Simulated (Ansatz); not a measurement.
The starting structures come from a database of crystals and need not be the phases stable at ambient conditions.

By PBEsol, the system below comes out a metal.

Input:

```xyz
2
Lattice="4.2371 0.0000 0.0000 -0.0159 4.6578 0.0000 -0.0080 2.3289 1.6371" Properties=species:S:1:pos:R:3 pbc="T T T"
Nb     0.0000     0.0000     0.0000
Ru     2.1106     2.3289     0.0000
```

Space group of this cell: C2/m. The cell is taken as given; by PBEsol its mean pressure is -10.1 GPa.

The current flows along the normal of the first two printed cell vectors. No spin-orbit coupling; the value is a mean over 0.1 eV about the Fermi level.

Q: State the ballistic conductance per area according to PBEsol run with Ansatz (a first-principles code).

A: 1.3 × 10¹⁵ S/m² for both spins.
